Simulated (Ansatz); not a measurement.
Where the default PAW files enter, the runs use the earlier of Ansatz's two default sets.

Given:

```xyz
4
Lattice="3.8819 0.0000 0.0000 0.0000 6.3627 0.0000 1.9410 0.0000 3.3618" Properties=species:S:1:pos:R:3 pbc="T T T"
Zn     1.9410     6.3618     1.1206
Zn     3.8819     3.1805     2.2412
S      1.9410     3.9776     1.1206
S      3.8819     0.7962     2.2412
```

Space group of this cell: P6_3mc, wurtzite. The cell is strained (all lengths scaled by 1.02); by r2SCAN its mean pressure is -3.9 GPa.

Transport runs along the normal of the first two printed cell vectors, the (100) plane of the conventional cell.

The gap is the functional's own, uncorrected, and κ follows it; spin-orbit coupling is left out. Mid-gap values are interpolated between the computed energies.

Give the band gap and the smallest decay constant κ at mid-gap that r2SCAN run with Ansatz (a quantum-chemistry and plane-wave program) yields.

Gap 2.51 eV on a 10×6×10 mesh; κ = 0.174 1/Å, at the zone centre.
